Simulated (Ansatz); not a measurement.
## TiO2: band gap against strain

TiO2 (rutile, P4_2/mnm, 10.325 Å³/atom at rest, c along z) under a strain ε along c (axis z), the other axes held. PBEsol in Ansatz, a plane-wave DFT program (PAW, default set), 420 eV, 7×7×11 Γ-centred mesh, Fermi-Dirac smearing 0.05 eV; ions are relaxed within the symmetry of each cell. Gaps are the smallest over the k-mesh and a band path, without spin-orbit coupling; in all rows the valence edge lies at Γ and the conduction edge at Γ.

Here s stands for strain and Eg for gap.

| strain (%) | gap (eV) |
|---|---|
| 0.00 | 1.869 |
| 0.60 | 1.855 |
| 1.20 | 1.839 |
| 1.80 | 1.823 |
| 3.00 | ? |

Using a straight line, estimate the missing Eg at s = 3.00 from the other rows, showing the fit.

Means: s 0.90000, Eg 1.8465. About the means, the sum of products is -0.046200 and the sum of squares of s is 1.8000; the slope is their ratio. Least squares gives Eg = 1.8696 - 0.02567·s. Residuals (row less fit): -0.0006, 0.0008, 0.0002, -0.0004; standard error 0.0008 (degrees of freedom: 2). Over these rows the gap moves by -2.6 ± 0.06 eV per unit strain. At the withheld row, Eg = 1.8696 - 0.02567 × 3.0 = 1.7926 eV. The calculation gives 1.788 eV, 0.0046 eV below the prediction (5.7 % of the range of Eg in the table). The row lies outside the fitted rows, so this is an extrapolation. From the scatter of the fitted rows alone, a prediction at this place has a standard error of 0.0015 eV, so the miss is 3.1 times that.

One order more, fitted to all 6 runs of the series, follows each within 0.001, so the miss is the next term of a smooth law. The primitive cell can neither tilt nor turn polar against its symmetry, as such crystals can under strain. Rows are the converged runs of the series near zero and its far end; series whose fitted rows scatter by over a few per cent of the range, as at a crossing or softening among them, aren't shown in this form. Most that stay on the fit to the last digits aren't either.
